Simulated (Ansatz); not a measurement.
```
AlN
1.0
    2.99612     0.00000     0.00000
   -1.49806     2.67496     0.00000
    0.00000     0.00000     4.94326
Al N
2 2
Direct
  0.33435   0.66870   0.00141
  0.66565   0.33130   0.50141
  0.33627   0.67254   0.38059
  0.66373   0.32746   0.88059
```

No spin polarisation.

The values are results of Kohn–Sham DFT with the LDA functional, run in Ansatz (a first-principles code) with PAW and 420 eV plane waves, no spin-orbit coupling, not measurements. Γ-centred 12×12×7 mesh, Fermi–Dirac width 0.05 eV.

Question: Estimate the space group.

Answer: Cmc2_1 (No. 36).

Question: Predict the pressure (mean of the normal stresses, compression positive).

Answer: 6.94 GPa.

The cells carry an imposed strain or load. Stability against distortions was not tested. The cell was made from AlN in the wurtzite structure (space group P6_3mc, No. 186) by this change: uniaxial strain ε_xx = −3.00 %.
